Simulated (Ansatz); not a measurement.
Start from Cs3AuS in the anti-perovskite structure (space group Pm-3m, No. 221; a = 6.542 Å; a hypothetical phase, not in the database extracts checked).

Now apply this change: a negative pressure, −1 GPa.

Levels (all Ansatz, a quantum-chemistry and plane-wave program, PAW): PBEsol (420 eV, no SOC); HSE06 (420 eV, without spin-orbit coupling).

The geometry is relaxed with PBEsol.

* **PBEsol band gap**: 1.25 eV

Q: Predict the band gap from HSE06.

A: The band gap increases by 0.717 eV (1.25 eV → 1.96 eV).

Single points use the geometry relaxed with PBEsol. The hybrid gap comes from the SCF mesh plus the semilocal run's edge points and a few special points and is an upper bound. With Au present, leaving out spin-orbit coupling can change the band edges. Load acts through the strain it causes; cell and atoms are relaxed under it. Whether these cells are dynamically stable was not tested.
